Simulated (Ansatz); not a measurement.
Faces of rock-salt SnTe in 1x1 cells, as slabs relaxed from ideal cuts; for each face the lowest of the symmetric, stoichiometric cuts and spin starts that were computed. The slabs keep the symmetry of their cuts; real faces may buckle, or reconstruct in larger cells. No spin-orbit coupling, no Hubbard U.

Level of theory: PBE (plane waves to 420 eV, PAW; Ansatz, an electronic-structure program).

```json
[
 {"face": "(100)", "cell area (Å²)": "20.54", "outermost plane spacing of the ideal cut (Å)": "3.20", "γ unrelaxed (J/m²)": "0.21", "γ relaxed (J/m²)": "(withheld)", "ionisation potential, top face (eV)": "3.93"},
 {"face": "(110)", "cell area (Å²)": "29.05", "outermost plane spacing of the ideal cut (Å)": "2.27", "γ unrelaxed (J/m²)": "0.39", "γ relaxed (J/m²)": "0.20", "ionisation potential, top face (eV)": "(withheld)"},
 {"face": "(210)", "cell area (Å²)": "45.94", "outermost plane spacing of the ideal cut (Å)": "1.43", "γ unrelaxed (J/m²)": "0.34", "γ relaxed (J/m²)": "0.22", "ionisation potential, top face (eV)": "–"},
 {"face": "(211)", "cell area (Å²)": "50.32", "outermost plane spacing of the ideal cut (Å)": "1.31", "γ unrelaxed (J/m²)": "0.49", "γ relaxed (J/m²)": "0.25", "ionisation potential, top face (eV)": "–"},
 {"face": "(221)", "cell area (Å²)": "61.63", "outermost plane spacing of the ideal cut (Å)": "1.07", "γ unrelaxed (J/m²)": "0.51", "γ relaxed (J/m²)": "(withheld)", "ionisation potential, top face (eV)": "4.13"}
]
```

### Question
What belongs in the gaps?

### Answer

- (100), γ relaxed (J/m²): 0.16
- (110), ionisation potential, top face (eV): 4.68
- (221), γ relaxed (J/m²): 0.27
